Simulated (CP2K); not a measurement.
Checking a run of CP2K on Li2Mg (Cmcm, 6 atoms in the cell). The aim is a self-consistent single point with DFT PBEsol, GPW, DZVP-MOLOPT-PBE-GTH basis, GTH-PBE potentials (POTENTIAL_UZH).

Cell that was meant: a = 5.2992 Å, b = 5.2992 Å, c = 5.0708 Å, α = 90.00°, β = 90.00°, γ = 59.50°.

Part of the input:

```
      &END MIXING
      &SMEAR ON
        METHOD METHFESSEL_PAXTON
        SIGMA [eV] 2
      &END SMEAR
    &END SCF
    &KPOINTS
```

The program printed (abridged):

```
 GLOBAL| Method name                                                        CP2K
   [... lines left out ...]
                        No outer SCF

 Extrapolation method: initial_guess

 Number of electrons:                                                         32
 Number of occupied orbitals:                                                 16
 Number of molecular orbitals:                                                22

 Number of orbital functions:                                                 42
 Number of independent orbital functions:                                     42
 SCF WAVEFUNCTION OPTIMIZATION

  Step     Update method      Time    Convergence         Total energy    Change
     1 NoMix/Diag. 0.30E+00      -     0.68156367      -156.5839857182 -1.57E+02
     2 Broy./Diag. 0.30E+00      -     0.01417920      -156.2898347162  2.94E-01
     3 Broy./Diag. 0.30E+00      -     0.05496180      -156.1273192778  1.63E-01
     4 Broy./Diag. 0.30E+00      -     0.00257628      -155.9891783144  1.38E-01
     5 Broy./Diag. 0.30E+00      -     0.00096063      -156.0239237593 -3.47E-02
     6 Broy./Diag. 0.30E+00      -     0.00020536      -156.0243489933 -4.25E-04
     7 Broy./Diag. 0.30E+00      -     0.00012599      -156.0201272104  4.22E-03
     8 Broy./Diag. 0.30E+00      -     0.00004738      -156.0197677543  3.59E-04
     9 Broy./Diag. 0.30E+00      -     0.00000900      -156.0201234399 -3.56E-04
    10 Broy./Diag. 0.30E+00      -     0.00000535      -156.0201266063 -3.17E-06
    11 Broy./Diag. 0.30E+00      -     0.00000055      -156.0201352491 -8.64E-06
  *** SCF run converged in    11 steps ***

  Overlap energy of the core charge distribution:               0.00000000000000
  Self energy of the core charge distribution:               -318.20595960306235
  Core Hamiltonian energy:                                     87.65126487596315
  Hartree energy:                                              98.54337893055104
  Exchange-correlation energy:                                -23.99289617206394
  Smearing free energy correction:                             -0.01592327900633
  Fermi energy:                                                 0.07887810455773

  Total energy:                                              -156.02013524911590

 ENERGY| Total FORCE_EVAL ( QS ) energy [hartree]           -156.020140030188344

   [... lines left out ...]
 STRESS|                        x                   y                   z
 STRESS|      x        8.46733586054E+03  -8.42002247063E+02  -2.57272333665E-08
 STRESS|      y       -8.42002247063E+02   9.45954040499E+03  -1.45800775410E-08
 STRESS|      z       -2.57272333665E-08  -1.45800775410E-08  -2.33702508322E+03
 STRESS| 1/3 Trace                                             5.19661706077E+03
```

**Question.** Is anything amiss in this input, and did it matter?

**Answer.** The run is not sound. The fault is a smearing width that is far too large. A width of many tenths of an electronvolt moves electrons far across the Fermi level or the gap, and the free energy and its derivatives carry a large smearing term. To fix it, use a width small against the gap or band features. The run converged in 11 iterations without an error; against the sound input the free energy falls by 28.6 meV/atom, the pressure goes from 0.25 to 0.52 GPa and the largest force goes from 0.144 to 0.134 eV/Å.

The sound input it was made from differs as follows (other fixes are possible):
```diff
-        SIGMA [eV] 2
+        SIGMA [eV] 0.272
```

With that input, the run converged in 11 iterations: free energy E − TS -4245.3528 eV; Fermi level (on the code's own zero) 2.16 eV; pressure 0.25 GPa; largest force (vector length) 0.144 eV/Å (DFT PBEsol, GPW, DZVP-MOLOPT-PBE-GTH basis, GTH-PBE potentials (POTENTIAL_UZH)).

On the sound input: the starting cell comes from a database of computed structures (which also holds hypothetical and non-ambient phases and stackings), without a prior relaxation at this level. Values carry the incompleteness of an atom-centred basis. The potentials were made for another functional than the one used.
